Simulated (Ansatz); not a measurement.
Relaxation of the outer planes of the (001) surface of rutile IrO2 in its 1x1 cell (cut with top plane Ir + 2 O, bottom plane Ir + 2 O), outermost plane spacing 1.59 Å in the ideal cut.

Level of theory: PBE (plane waves to 420 eV, PAW; Ansatz, a quantum-chemistry and plane-wave program).

Set-up: 21 atoms, Ir7O14, 9.5 Å thick at the start (thin: gaps and levels are the slab's own); mesh 8x8x1; 0.1 eV smearing; dipole correction on; all atoms relaxed; held to the start's symmetry, so lower structures may exist; no spin, no spin-orbit, no U.

```json
[
 {"plane": "1", "atoms": "Ir + 2 O", "bulk spacing to the next (Å)": "1.590", "relaxed spacing (Å)": "1.542", "change (%)": "-3.0", "rumpling (Å)": "0.16 (O outermost)"},
 {"plane": "2", "atoms": "Ir + 2 O", "bulk spacing to the next (Å)": "1.590", "relaxed spacing (Å)": "1.594", "change (%)": "0.2", "rumpling (Å)": "0.15 (Ir outermost)"}
]
```
